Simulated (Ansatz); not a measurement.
SbSI (Pnma, No. 62, 12 atoms in the cell; start mp-1095595) was calculated with HSE06 (plane waves, PAW; Ansatz, a first-principles code).

Settings: plane-wave cutoff 460 eV, 4×2×6 k mesh (along the axes of the cell as run), Fermi–Dirac smearing 0.01 eV, scalar-relativistic PAW data made under PBE.

Cell (relaxed with PBEsol):

```cif
data_I4S4Sb4
_chemical_formula_sum 'Sb4 S4 I4'
_space_group_name_H-M_alt 'Pnma'
_space_group_IT_number 62
_space_group_name_Hall '-P 2ac 2n'
_cell_length_a 8.46057
_cell_length_b 4.03661
_cell_length_c 10.18507
_cell_angle_alpha 90.000
_cell_angle_beta 90.000
_cell_angle_gamma 90.000
loop_
_space_group_symop_operation_xyz
  'x, y, z'
  '-x, -y, -z'
  '-x+1/2, -y, z+1/2'
  'x+1/2, y, -z+1/2'
  'x+1/2, -y+1/2, -z+1/2'
  '-x+1/2, y+1/2, z+1/2'
  '-x, y+1/2, -z'
  'x, -y+1/2, z'
loop_
_atom_site_label
_atom_site_type_symbol
_atom_site_symmetry_multiplicity
_atom_site_Wyckoff_symbol
_atom_site_fract_x
_atom_site_fract_y
_atom_site_fract_z
_atom_site_occupancy
Sb1 Sb 4 c 0.12017 0.25000 0.87496 1
S1 S 4 c 0.15858 0.75000 0.04440 1
I1 I 4 c 0.01735 0.25000 0.32672 1
```

**Question.** Give the computed band gap, smallest direct gap on the k points sampled and Γ–Γ gap.

**Answer.** 
- band gap: 2.23 eV
- smallest direct gap on the k points sampled: 2.40 eV
- Γ–Γ gap: 2.76 eV

Note: cell and atoms aren't relaxed at this level (pressure 0.9 GPa).

Spin–orbit coupling is not included.

The computed numbers hold no vibrational or temperature effects.

Cost on a shared machine: very roughly 40 core-minutes.

A start named mp-… is a Materials Project structure, which need not be a measured phase.
